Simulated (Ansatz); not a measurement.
Results of PBEsol (Ansatz, a program for electronic structure, plane waves, PAW) for AlB2-type TiB2.

The input as run:

Ansatz 0.2 input:
```yaml
crystal:
  lattice:
    - [1.5086816115, -2.6131132036, 0.0]
    - [1.5086816115, 2.6131132036, 0.0]
    - [0.0, 0.0, 3.1848127892]
  atoms:
    - { symbol: Ti, position: [0.0, 0.0, 0.0] }
    - { symbol: B, position: [0.3333333333, 0.6666666667, 0.5] }
    - { symbol: B, position: [0.6666666667, 0.3333333333, 0.5] }
basis:
  ecutwfc: 520
  ecutrho_ratio: 4
  xc_grid: 2
kpoints:
  mp_grid: { grid: [24, 24, 18] }
hamiltonian:
  xc: pbesol
  dispersion: none
  pseudopotentials: { kind: paw }
scf:
  occupations: { method: fermi_dirac, width: 0.05 }
  convergence: { dr2_threshold: 0.0000000003 }
output:
  forces: true
  stress: true
  eigenvalues: true
```

Output (set-up and result lines):

```
Crystal: 3 atoms, lattice volume = 25.111 Å³
Basis set: ecut = 520 eV, 647 PW (Γ), exchange–correlation on 48×48×48 points (8 copies of the dense FFT grid, shifted against one another)
Bands: 13, of which v1, the nominal top of the filled ones, is band 9 counted from 1 (8 counted from 0)
Symmetry: 24 space group operations
Space group: P6/mmm (ITA 191), of the structure as read, at distance tolerance 2.9e-5 Å
k-points: 610 of 10368
Functional: x = pbesol(κ = 0.804, μ = 0.12345679012345678), c = pbesol(β = 0.046)
SCF iter   1: F=—  HF=-2782.631589 eV  |F-HF|=—  |Δ(HF+E_count)|=         —  Δρ=6.68e-3  dr2=9.03e-3
SCF iter   2: F=—  HF=-2782.628650 eV  |F-HF|=—  |Δ(HF+E_count)|=   2.94e-3  Δρ=3.36e-3  dr2=3.06e-3
  ...
SCF iter   5: F=—  HF=-2782.627469 eV  |F-HF|=—  |Δ(HF+E_count)|=   7.70e-8  Δρ=6.93e-6  dr2=1.08e-8
SCF iter   6: F=-2782.627469 eV  HF=-2782.627469 eV  |F-HF|=7.50e-11  |Δ(HF+E_count)|=   2.36e-9  Δρ=9.12e-7  dr2=1.15e-10
SCF 1 converged in 6 iterations: F = -2782.627469 eV  dr2 = 1.15e-10
SCF converged after 6 iterations
Free energy (F): -2782.627469 eV
Internal energy: -2782.624366 eV  (E = F + TS)
E sigma→0 (E₀):  -2782.625917 eV
Fermi energy:    15.459035 eV
--- Forces (eV/Å), atoms counted from 1 ---
  atom   1  Ti    -0.00000000     0.00000000     0.00000000
  atom   2  B      0.00000000    -0.00000000     0.00000000
  atom   3  B     -0.00000000     0.00000000     0.00000000
--- Stress (GPa, compression-positive) ---
       -0.001339      -0.000000       0.000000
       -0.000000      -0.001339       0.000000
        0.000000       0.000000       0.003403
  P = ⅓ Tr σ = 0.0002 GPa (0.002 kbar)
```

The PAW data were made under PBE.
